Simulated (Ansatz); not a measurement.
Several settings converged on the (001) slab of CaGa2 (cut from a parent of space group no. 194; 6 atoms in the cell)

```xyz
6
Lattice="4.4655 0.0000 0.0000 -2.2327 3.8672 0.0000 0.0000 0.0000 20.7930" Properties=species:S:1:pos:R:3 pbc="T T T"
Ca     0.0000     0.0000     8.5403
Ca     0.0000     0.0000    12.2526
Ga     0.0000     2.5781     7.0000
Ga     2.2327     1.2891    13.7930
Ga     2.2327     1.2891    10.7123
Ga     0.0000     2.5781    10.0807
```

Base method: LDA (PW92), default PAW files made with PBE (plane waves; Ansatz, a quantum-chemistry and plane-wave program).

Base settings: basis.ecutwfc = 420 eV; kpoints.mp_grid.grid = 8 8 1; hamiltonian.xc = lda; hamiltonian.pseudopotentials = {kind: paw} (the program's default PAW files); scf.occupations.method = fermi_dirac; scf.occupations.width = 0.1 eV.

The count of work is k-points × plane waves × bands × iterations; it is no time. 

**The vacuum**

The mesh stays at the base's, so the ladder's end is converged at best in this setting alone.

Only quantities that move along the ladder and can be compared are tabulated.

| vacuum between outermost atoms (Å) | free energy less the last step's (meV/atom) | largest difference of a force vector from the last step's (eV/Å) | count of work / last |
|---|---|---|---|
| 3.0 | -95.98 | 0.825 | 0.27 |
| 4.0 | -28.25 | 0.290 | 0.29 |
| 5.0 | -9.01 | 0.105 | 0.32 |
| 6.0 | -3.02 | 0.037 | 0.35 |
| 7.0 | -1.06 | 0.013 | 0.38 |
| 8.0 | -0.38 | 0.005 | 0.40 |
| 10.0 | -0.05 | 0.001 | 0.46 |
| 12.0 | -0.01 | 0.000 | 0.51 |
| 14.0 | 0.00 | 0.000 | 0.56 |
| 17.0 | 0.00 | 0.000 | 0.65 |
| 20.0 | 0.00 | 0.000 | 0.73 |
| 25.0 | 0.00 | 0.000 | 0.75 |
| 30.0 | 0.00 | 0.000 | 1.0 |

Smallest vacuum between outermost atoms (Å) that holds the forces within 0.01 eV/Å of the last step, with all finer ones: 8.0, at 0.40 of the last step's count of work; the step before is off by 0.013 eV/Å.

Smallest vacuum between outermost atoms (Å) that holds the free energy within 0.5 meV/atom of the last step, with all finer ones: 8.0, at 0.40 of the last step's count of work; the step before is off by 1.1 meV/atom.

**The plane-wave cutoff**

The mesh stays at the base's, so the ladder's end is converged at best in this setting alone.

Only quantities that move along the ladder and can be compared are tabulated.

```csv
basis.ecutwfc,free energy less the last step's (meV/atom),largest difference of a force vector from the last step's (eV/Å),count of work / last
210 eV,4255.22,0.144,0.14
250 eV,912.38,0.012,0.18
295 eV,111.43,0.017,0.24
355 eV,3.95,0.002,0.31
420 eV,0.91,0.000,0.40
505 eV,0.54,0.000,0.53
630 eV,0.31,0.000,0.74
840 eV,0.00,0.000,1.0
```

Coarsest basis.ecutwfc that holds the free energy within 2 meV/atom of the last step, with all finer ones: 420 eV, at 0.40 of the last step's count of work; the step before is off by 3.9 meV/atom.

Coarsest basis.ecutwfc that holds the forces within 0.01 eV/Å of the last step, with all finer ones: 355 eV, at 0.31 of the last step's count of work; the step before is off by 0.017 eV/Å.

On the base run: the starting cell comes from a database of computed structures (which also holds hypothetical and non-ambient phases and stackings), without a prior relaxation at this level. The slab is cut from that crystal, and its faces are unrelaxed. Its lattice was rescaled by up to half a per cent.

Left out of this page: 1 run of the series outside the window shown, repeating another row's setting, or not comparable.

Keys are those of Ansatz 0.2.
